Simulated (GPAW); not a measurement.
GPAW run on CaC2 (P1, 6 atoms in the cell): self-consistent single point.

Method: PBEsol, GPAW PAW datasets PBEsol (made by gpaw-setup) (plane waves; GPAW).

The change in words: atoms moved at random. Reference geometry:
```
CELL_PARAMETERS angstrom
      3.34466    -2.11084     0.00000
      3.34466     2.11084     0.00000
     -2.22920     0.00000     7.14948
ATOMIC_POSITIONS crystal
  Ca 0.17452 0.82548 0.75000
  Ca 0.82548 0.17452 0.25000
  C  0.42071 0.13967 0.56012
  C  0.57929 0.86033 0.43988
  C  0.86033 0.57929 0.93988
  C  0.13967 0.42071 0.06012
```

Reference input (self-consistent single point, DFT PBEsol, plane waves, GPAW PAW datasets PBEsol (made by gpaw-setup)): mode = pw; ecut = 950 eV; xc = PBEsol; kpts = 5 5 3; mesh shift (steps) = 0 0 0; occupations.name = fixed-uniform; nbands = -8; convergence.forces = 0.001 eV/Å; convergence.bands = -6; symmetry.symmorphic = false; symmetry.tolerance = 0.0005; maxiter = 100. This run's input differs from it in these lines:

```diff
@@ -8,8 +8,8 @@
                     [-2.229198, 0.000000, 7.149483]],
-              scaled_positions=[[0.174520, 0.825480, 0.750000],
-                                [0.825480, 0.174520, 0.250000],
-                                [0.420710, 0.139670, 0.560120],
-                                [0.579290, 0.860330, 0.439880],
-                                [0.860330, 0.579290, 0.939880],
-                                [0.139670, 0.420710, 0.060120]],
+              scaled_positions=[[0.182907, 0.828621, 0.748314],
+                                [0.825512, 0.178921, 0.255425],
+                                [0.406211, 0.132079, 0.556711],
+                                [0.570743, 0.867876, 0.438814],
+                                [0.856481, 0.585190, 0.945557],
+                                [0.158146, 0.407313, 0.055179]],
               pbc=True)
```

Output (repeated stretches shortened):

```
     iter     time        total  log10-change:
                         energy   eigst   dens  force
iter:   1 --:--:--   -46.547267   +0.57
iter:   2 --:--:--   -45.777410   -0.34  -0.93
iter:   3 --:--:--   -42.465553   +0.07  -0.97
iter:   4 --:--:--   -42.500765   -0.67  -1.37
iter:   5 --:--:--   -43.305701   -0.76  -1.42
iter:   6 --:--:--   -42.443855   -0.82  -1.32
iter:   7 --:--:--   -42.446007   -1.94  -2.32
iter:   8 --:--:--   -42.450943c  -2.52  -2.35
iter:   9 --:--:--   -42.447116c  -2.26  -2.39
iter:  10 --:--:--   -42.448494c  -2.77  -2.62
iter:  11 --:--:--   -42.446555c  -3.33  -2.58
iter:  12 --:--:--   -42.446542c  -4.07  -3.21
   [... 4 lines left out ...]
iter:  17 --:--:--   -42.446509c  -5.53  -3.67
iter:  18 --:--:--   -42.446505c  -5.74  -3.86
iter:  19 --:--:--   -42.446507c  -5.59  -3.99
iter:  20 --:--:--   -42.446505c  -6.16  -3.97
iter:  21 --:--:--   -42.446505c  -6.83  -4.61c
iter:  22 --:--:--   -42.446505c  -6.95  -4.77c
iter:  23 --:--:--   -42.446505c  -7.49c -4.98c
iter:  24 --:--:--   -42.446505c  -7.84c -5.13c -3.77c
Converged after 24 iterations.

Dipole moment: (0.650201, -0.220604, 0.129765) |e|*Ang

Energy contributions relative to reference atoms: (reference = -41066.953020)

Kinetic:        +31.026403
Potential:      -30.179198
External:        +0.000000
XC:             -42.210344
Entropy (-ST):   +0.000000
Local:           -1.083366
SIC:             +0.000000
--------------------------
Free energy:    -42.446505
Extrapolated:   -42.446505

Showing only first 2 kpts
 Kpt  Band  Eigenvalues  Occupancy
  0    16      1.69830    2.00000
  0    17      2.04423    2.00000
  0    18      5.39011    0.00000
  0    19      6.28472    0.00000

  1    16      1.89306    2.00000
  1    17      2.00433    2.00000
  1    18      5.69967    0.00000
  1    19      6.46149    0.00000

Fermi level: 3.44807

Gap: 2.221 eV
Transition (v -> c):
   [... lines left out ...]
Direct gap: 2.842 eV
   [... lines left out ...]
  0 Ca   -0.23147   -0.07869    0.26721
  1 Ca    0.04181    0.06940   -0.35644
  2 C     0.27727    1.28288    1.24188
  3 C    -0.08075   -1.34885   -1.13109
  4 C     0.30383   -1.70364    0.98229
  5 C    -0.31079    1.77860   -1.00417

Stress tensor:
     0.022415    -0.001827     0.003151
    -0.001827     0.026588    -0.023222
     0.003151    -0.023222     0.025409
Stress (GPa, Voigt): [ 3.5914  4.2599  4.071  -3.7206  0.5048 -0.2928]
```

The run converged in 24 iterations. GPAW prints stress with tension positive. Against the reference run the free energy goes up by 13.9 meV/atom, the largest force goes from 0.595 to 2.066 eV/Å and the gap on the mesh moves little (2.223 to 2.221 eV).

At such cutoffs GPAW's stress carries a finite-basis (Pulay) error, which enters relaxed cells too; its log prints stress with tension positive.

The starting cell comes from a database of computed structures (which also holds hypothetical and non-ambient phases and stackings), without a prior relaxation at this level. Its lattice was rescaled by a random factor within 2.5 % of one. For this run, on top of that: atoms moved at random. Forces in this geometry exceed 1 eV/Å.

Cost on one core of a shared machine: roughly 4 min.
